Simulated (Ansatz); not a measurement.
For SnSe₂ (model structure, started from the 3R-MoS2 type, R3m, No. 160, 3 atoms in the cell), PBEsol (PAW; Ansatz, an electronic-structure program) gives:

```
Item                       Result
-------------------  ------------
lattice parameter a       3.831 Å
c axis length            16.985 Å
cohesive energy      3.35 eV/atom
```

**Question.** What does PBE-D3(BJ) (Ansatz, plane waves, PAW) give for the same quantities?

**Answer.** 
- lattice constant a: 3.839 Å (rises by 0.2 %)
- lattice parameter c: 17.096 Å (grows by 0.7 %)
- cohesive energy: 3.30 eV/atom (shrinks by 0.05 eV/atom)

Changes are worked out from the printed values.

Unless a cell is named, each level is at its own relaxed cell (PBEsol 23.99, PBE-D3(BJ) 24.24 Å³/atom).

Levels without +SOC leave out spin–orbit coupling, which shifts energies and cells of such heavy elements.

Ansatz's density-functional and Hartree–Fock values are scalar-relativistic unless marked +SOC, with PAW data made under PBE.

A model structure was made by putting elements into a prototype or built by hand; it is no filed structure, need not be a known phase, and can be a saddle point held by its symmetry.
